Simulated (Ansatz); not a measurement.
The parent structure is TiS2 in the CdI2 type structure (space group P-3m1, No. 164; a = 3.3605 Å, c = 5.5229 Å; layered, stacked along the Cartesian z axis).

Computed with PBE-D3(BJ)/PAW in Ansatz (an electronic-structure program), without spin-orbit coupling, earlier PAW set.

One thing is altered: Sn takes the place of Ti on all its sites, then cell and atoms are relaxed.

Measured lattice parameter a: TiS2 3.4073 Å (temperature not stated; as listed in R.R. Chianelli, J.C. Scanlon, A.H. Thompson, Materials Research Bulletin (1975)); SnS2 3.6456 Å (room temperature; as listed in de Lima et al., arXiv (2018)).

Q: How well does PBE-D3(BJ) reproduce the measured shift?

A: With PBE-D3(BJ) the lattice parameter a moves by +0.309 Å (3.360 → 3.670) against +0.238 Å measured.

Stability against distortions was not tested. All final runs are without spin polarisation.
